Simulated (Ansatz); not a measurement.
## Effect of W → Sb on W

The parent structure is W in the bcc (W type) structure (space group Im-3m, No. 229; a = 3.154 Å).

Perturbation: Sb takes the place of W on all its sites; the structure is relaxed again.

Method: plane-wave PAW DFT at the PBEsol level (Ansatz, a program for electronic structure, 420 eV), no spin-orbit coupling. k-mesh 18×18×18 (Γ-centred); smearing 0.05 eV (Fermi–Dirac), for the changed cell.

```
quantity                                  base          changed         shift
-----------------------------  ---------------  ---------------  ------------
volume per atom                       15.69 Å³         25.94 Å³     +10.25 Å³
density                            19.45 g/cm³       7.79 g/cm³  -11.66 g/cm³
lattice parameter a                    3.154 Å          3.730 Å     +0.5753 Å
space group                    Im-3m (No. 229)  Im-3m (No. 229)             –
shortest interatomic distance          2.732 Å          3.230 Å      +0.498 Å
band gap                                  zero             zero             –
```

Final structure:

```
CELL_PARAMETERS angstrom
     -1.86481     1.86481     1.86481
      1.86481    -1.86481     1.86481
      1.86481     1.86481    -1.86481
ATOMIC_POSITIONS crystal
  Sb 0.00000 0.00000 0.00000
```

Whether these cells are dynamically stable was not tested. For Sb in this form, whether it has been made was not checked. All final runs are without spin polarisation. This is not the structure that Sb has at room temperature and ambient pressure.
